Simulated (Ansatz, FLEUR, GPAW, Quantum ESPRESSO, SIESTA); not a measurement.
**One structure in several programs: ZrScVNi3 (R3m, 6 atoms in the cell)**

Self-consistent single point, at a second geometry (lattice scaled by 0.98). First geometry:

```
ZrScVNi3
1.0
    2.54001     1.46648     3.92295
   -2.54001     1.46648     3.92295
    0.00000    -2.93296     3.92295
Zr Sc V Ni
1 1 1 3
Direct
  0.99438   0.99438   0.99438
  0.25357   0.25357   0.25357
  0.62611   0.62611   0.62611
  0.62486   0.12620   0.62486
  0.62486   0.62486   0.12620
  0.12620   0.62486   0.62486
```
Moments meant for the start (each program seeds them in its own way; μB, in the order of the atoms Zr Sc V Ni Ni Ni): 0.0 0.0 2.0 2.0 2.0 2.0.

Shared settings, as Ansatz (a program for electronic structure) writes them: kpoints.mp_grid.grid = 4 4 4; scf.occupations.method = gaussian; scf.occupations.width = 0.05 eV. Potentials and cutoffs stand in the table.

```json
[
 {"code": "GPAW", "model": "LDA (Perdew-Wang 92), GPAW PAW datasets LDA (gpaw-data 1.0.1)", "ΔF from the first geometry (meV/atom)": "-36.4", "pressure (GPa)": "-1.99", "largest force (eV/Å)": "0.131", "size of the net moment (μB/atom)": "0.10", "cutoff": "850 eV"},
 {"code": "SIESTA", "model": "LDA PW92, numerical atomic orbitals TZP, PseudoDojo LDA standard norm-conserving potentials (rewritten from UPF to PSML)", "ΔF from the first geometry (meV/atom)": "-60.9", "pressure (GPa)": "-6.82", "largest force (eV/Å)": "0.178", "size of the net moment (μB/atom)": "0.10", "cutoff": "grid 350 Ry"},
 {"code": "FLEUR", "model": "LDA (Vosko-Wilk-Nusair), all-electron FLAPW (FLEUR), scalar-relativistic valence", "ΔF from the first geometry (meV/atom)": "–", "pressure (GPa)": "–", "largest force (eV/Å)": "0.132", "size of the net moment (μB/atom)": "0.09", "cutoff": "Kmax 3.8 1/bohr"},
 {"code": "Ansatz", "model": "LDA (PW92), PAW files made with PBE", "ΔF from the first geometry (meV/atom)": "-37.9", "pressure (GPa)": "-2.40", "largest force (eV/Å)": "0.130", "size of the net moment (μB/atom)": "0.10", "cutoff": "420 eV"},
 {"code": "Quantum ESPRESSO", "model": "LDA (PZ), GBRV 1.5 ultrasoft (LDA) pseudopotentials", "ΔF from the first geometry (meV/atom)": "-37.3", "pressure (GPa)": "-2.32", "largest force (eV/Å)": "0.128", "size of the net moment (μB/atom)": "0.09", "cutoff": "50 Ry"}
]
```

Size of the force on each atom (eV/Å): Sizes of forces hide their directions.

```json
[
 {"code": "GPAW", "Zr1": "0.131", "Sc2": "0.061", "V3": "0.026", "Ni4": "0.035", "Ni5": "0.035", "Ni6": "0.035"},
 {"code": "SIESTA", "Zr1": "0.178", "Sc2": "0.046", "V3": "0.032", "Ni4": "0.052", "Ni5": "0.052", "Ni6": "0.052"},
 {"code": "FLEUR", "Zr1": "0.132", "Sc2": "0.055", "V3": "0.024", "Ni4": "0.035", "Ni5": "0.035", "Ni6": "0.035"},
 {"code": "Ansatz", "Zr1": "0.130", "Sc2": "0.054", "V3": "0.030", "Ni4": "0.037", "Ni5": "0.037", "Ni6": "0.037"},
 {"code": "Quantum ESPRESSO", "Zr1": "0.128", "Sc2": "0.053", "V3": "0.030", "Ni4": "0.037", "Ni5": "0.037", "Ni6": "0.037"}
]
```

A dash marks a value that a program does not give, or that is left out as unsure.

On Ansatz's run: the moments shrank to a small part of their start, a low-spin state that need not be the lowest. The program warned that a starting moment was not kept.

The spread over the programs that give each value: ΔF from the first geometry within 24.5 meV/atom; pressure within 4.83 GPa; largest force within 0.050 eV/Å; size of the net moment within 0.01 μB/atom.

SIESTA uses small atom-centred bases, whose incompleteness enters pressures, forces and empty levels differently from a plane-wave cutoff. FLEUR treats all electrons, but the usual bases taken here (sphere radii, linearisation, local orbitals, empty states) were not tested for convergence, so the values are no reference for the others. Ansatz's pressure is given at a fixed set of plane waves, as the other plane-wave codes print theirs; with its correction for the finite basis it is -2.34 GPa. The same LDA comes in different parametrisations, which differ slightly. In the pressure, SIESTA (by 4.50) lies more than 1 GPa from the median of the plane-wave programs.

The starting cell comes from a database of computed structures (which also holds hypothetical and non-ambient phases and stackings), without a prior relaxation at this level. For this run, on top of that: lattice scaled by 0.98.

Keys are those of Ansatz 0.2.
